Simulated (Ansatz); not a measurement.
# Hypothetical simple cubic Ru: biaxial strain −0.96 %, plane normal [110], relaxed out of plane

The reference is Ru in the simple cubic structure (space group Pm-3m, No. 221; a = 2.4811 Å; a hypothetical phase, not in the database extracts checked; relaxed with 0.1 eV smearing). Axes: x, y, z lie along the cube axes.

Now apply this change: compressive biaxial strain of 0.96 % in the plane normal to [110], as in epitaxy on a mismatched substrate; the out-of-plane cell vector and the atoms relax.

Computed with PBEsol (Ansatz, a first-principles code; PAW; 420 eV plane waves; no SOC). k-mesh 26×26×26 (Γ-centred); smearing 0.1 eV (Fermi–Dirac).

* **Volume per atom**: 15.21 Å³ (base 15.27 Å³)
* **Shortest interatomic distance**: 2.457 Å (base 2.481 Å)
* **Energy relative to the base (free energy F)**: +1.5 meV/atom
* **Pressure (mean of the normal stresses, compression positive)**: 1.1 GPa (base 0.0 GPa)
* **Band gap**: zero (base zero)
* **Out-of-plane strain**: +1.50 %
* **Ratio −ε⊥/ε∥**: 1.56
* **Mean in-plane stress (compression positive)**: +1.7 GPa

Final structure (turned so that z lies along the plane normal):

```yaml
crystal:
  lattice:
    - [2.45730, 0.00000, 0.00000]
    - [0.00000, 3.47515, 0.00000]
    - [0.00000, 1.73757, 1.78071]
  atoms:
    - { symbol: Ru, position: [0.00000, 0.00000, 0.00000] }
```

Stability against distortions was not tested. The final runs are not spin-polarised.
